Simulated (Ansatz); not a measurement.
# How the bulk modulus of Ni₃AlN (model structure, started from the cubic perovskite type, Pm-3m, No. 221, 5 atoms in the cell) moves with the method

No measured value is used here.

```json
[
 {"level (code)": "LDA (Ansatz)", "value (GPa)": "241", "cell (Å³/atom)": "10.04"},
 {"level (code)": "PBE (Ansatz)", "value (GPa)": "199", "cell (Å³/atom)": "10.74"},
 {"level (code)": "PBEsol (Ansatz)", "value (GPa)": "223", "cell (Å³/atom)": "10.34"},
 {"level (code)": "r²SCAN (Ansatz)", "value (GPa)": "218", "cell (Å³/atom)": "10.44"}
]
```

Spin-polarised start: LDA, PBE, PBEsol, r²SCAN. LDA, PBE, PBEsol, r²SCAN: the starting moments vanished in the run, and other orders were not tried. LDA, PBE, PBEsol, r²SCAN: the bulk modulus is −V dP/dV from two relaxed cells at ±2 % in volume. Each level is taken at its own relaxed cell. Cutoffs differ between the levels. Ansatz's density-functional and Hartree–Fock values are scalar-relativistic unless marked +SOC, with PAW data made under PBE.

A model structure was made by putting elements into a prototype or built by hand; it is no filed structure, need not be a known phase, and can be a saddle point held by its symmetry.

Ansatz is a first-principles code.
